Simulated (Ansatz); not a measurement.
**Several settings converged on CdPd (P4mm, 2 atoms in the cell)**

```
CELL_PARAMETERS angstrom
      3.02815     0.00000     0.00000
      0.00000     3.02815     0.00000
      0.00000     0.00000     3.68241
ATOMIC_POSITIONS crystal
  Cd 0.00000 0.00000 0.01358
  Pd 0.50000 0.50000 0.50000
```

Base method: LDA (PW92), default PAW files made with PBE (plane waves; Ansatz, a quantum-chemistry and plane-wave program).

Base settings: basis.ecutwfc = 420 eV; kpoints.mp_grid.grid = 11 11 9; hamiltonian.xc = lda; hamiltonian.pseudopotentials = {kind: paw} (the program's default PAW files); scf.occupations.method = fermi_dirac; scf.occupations.width = 0.1 eV.

**The width of Fermi-Dirac smearing**

In this ladder: kpoints.mp_grid.grid = 18 18 15.

Narrow widths need finer meshes than wide ones, so the last steps can hold mesh noise.

Only quantities that move along the ladder and can be compared are tabulated; pressure and forces are left out, as mesh noise rules them at narrow widths.

| scf.occupations.width | free energy less the last step's (meV/atom) | energy extrapolated to zero width less the last step's (meV/atom) |
|---|---|---|
| 1 eV | -724.60 | 86.27 |
| 0.5 eV | -142.89 | 28.17 |
| 0.3 eV | -42.70 | 5.23 |
| 0.2 eV | -17.09 | 1.15 |
| 0.1 eV | -3.19 | 0.17 |
| 0.05 eV | 0.00 | 0.00 |

Widest scf.occupations.width that holds the free energy within 5 meV/atom: not settled: the last two steps still differ by 3.2 meV/atom, over half the tolerance, so the ladder does not show it.

Widest scf.occupations.width that holds the energy extrapolated to zero width within 1 meV/atom of the last step, with all finer ones: 0.1 eV; the step before is off by 1.1 meV/atom.

The extrapolation to zero width removes most of the smearing's effect on the energy.

**The width of Methfessel-Paxton smearing**

In this ladder: kpoints.mp_grid.grid = 18 18 15; scf.occupations.method = methfessel_paxton.

Narrow widths need finer meshes than wide ones, so the last steps can hold mesh noise.

Only quantities that move along the ladder and can be compared are tabulated; pressure and forces are left out, as mesh noise rules them at narrow widths.

| scf.occupations.width | free energy less the last step's (meV/atom) |
|---|---|
| 0.5 eV | 0.97 |
| 0.3 eV | 0.30 |
| 0.2 eV | 0.00 |
| 0.1 eV | -0.02 |
| 0.05 eV | 0.00 |

Widest scf.occupations.width that holds the free energy within 0.5 meV/atom of the last step, with all finer ones: 0.3 eV; the step before is off by 0.97 meV/atom.

On the base run: the starting cell comes from a database of computed structures (which also holds hypothetical and non-ambient phases and stackings), without a prior relaxation at this level. Its lattice was rescaled by up to half a per cent. One atom was moved a little off its site on purpose. Spin polarisation is off. In the base run, with a pressure of about -8 GPa the cell is away from its equilibrium volume at this level. Ansatz's pressure includes its estimate of the finite-basis (Pulay) stress.

Left out of this page: 4 runs of the series outside the window shown, repeating another row's setting, or not comparable; 1 run of the series unsound by tests on forces, stress, charge or solver warnings.

Keys are those of Ansatz 0.2.
